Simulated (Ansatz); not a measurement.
Take PbSe in the rock salt structure (space group Fm-3m, No. 225; a = 6.041 Å) as the base. Axes: x, y, z lie along the cube axes.

Calculations: DFT with LDA, PAW potentials and a 420 eV plane-wave cutoff in Ansatz (an electronic-structure program), spin-orbit coupling left out.

Strains are applied to the cell and any free atomic positions relax; under biaxial strain the out-of-plane vector relaxes too.

One change was made to it. Results:

```json
[
 {"quantity": "shortest interatomic distance", "base": "3.020 Å", "after": "2.999 Å"},
 {"quantity": "pressure (mean of the normal stresses, compression positive)", "base": "0.0 GPa", "after": "1.3 GPa"},
 {"quantity": "energy relative to the base (free energy F)", "base": "0 meV/atom", "after": "+8.3 meV/atom"}
]
```

Problem. Name the change that was made.
A. biaxial strain −0.83 %, plane normal [111], relaxed out of plane
B. biaxial strain −2.50 %, plane normal [111], relaxed out of plane
C. biaxial strain −1.67 %, plane normal [111], relaxed out of plane
D. biaxial strain −0.42 %, plane normal [111], relaxed out of plane

Solution. B, biaxial strain −2.50 %, plane normal [111], relaxed out of plane. For comparison, the energy relative to the base in the other runs: biaxial strain −1.67 %, plane normal [111], relaxed out of plane gives +3.6 meV/atom; biaxial strain −0.83 %, plane normal [111], relaxed out of plane gives +0.9 meV/atom; biaxial strain −0.42 %, plane normal [111], relaxed out of plane gives +0.2 meV/atom.

The mesh was chosen for an insulator and is coarse for the gapless case. Stability against distortions was not tested. All final runs are without spin polarisation.
